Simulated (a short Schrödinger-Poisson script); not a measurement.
# Symmetric double-gate stack, SiO2 on p-type Si(111)

Structure: symmetric double-gate stack, SiO2 on p-type Si(111), at 400 K.

| layer | material | thickness (nm) | Na (cm⁻³) |
|---|---|---|---|
| 1 | SiO2 | 2.1 | - |
| 2 | Si | 10 | 4e16 |
| 3 | SiO2 | 2.1 | - |

The device is made up for the run: typed textbook-type constants, with dimensions and the other settings drawn at random. SiO2: permittivity 3.9, conduction-band edge (eV) 3.15, gap (eV) 9, electron mass (mₑ) 0.5. Si: permittivity 11.7, conduction-band edge (eV) 0, gap (eV) 1.124, Nv at 300 K (cm⁻³) 3.1e19.

Channel valleys (confinement mass, in-plane density-of-states mass, number): Δ6 0.258, 0.358, 6. At the gates, both at one voltage, the conduction-band edge of layer 1 lies 3.39 eV − eVg above the Fermi level of the channel. Gaps are held at their typed values at every temperature. Mesh 0.03 nm at interfaces.

From a short Schrödinger-Poisson script (our own, NumPy): 1D Poisson equation in equilibrium, electrons quantum, Hartree (BenDaniel-Duke, 12 states a valley, the channel's in-plane mass for all, wave functions ending at the dielectric), parabolic valleys, classical holes, full ionisation, no traps, pinning or gate leakage.

| Vg (V) | electrons (cm⁻²) | C (μF/cm²) | Δ6 E0 (meV) | Δ6 E1 (meV) |
|---|---|---|---|---|
| -0.3 | 3.89e6 | < 0.003 | 557.2 | 600.8 |
| -0.1 | 1.28e9 | 0.00604 | 357.3 | 400.9 |
| 0.1 | 2.55e11 | 0.790 | 175.1 | 217.6 |
| 0.3 | 2.12e12 | 1.92 | 103.4 | 138.9 |
| 0.5 | 4.74e12 | 2.23 | 77.3 | 105.2 |
| 0.7 | 7.62e12 | 2.37 | 62.3 | 84.1 |
| 0.9 | 1.06e13 | 2.47 | 51.7 | 68.9 |
| 1.1 | 1.38e13 | 2.54 | 43.3 | 57.1 |
| 1.3 | 1.70e13 | 2.59 | 36.3 | 47.4 |
| 1.5 | 2.02e13 | 2.63 | 30.1 | 39.3 |
| 1.7 | 2.35e13 | 2.66 | 24.6 | 32.2 |

Subbands count from the Fermi level. The capacitance is that of both gates.
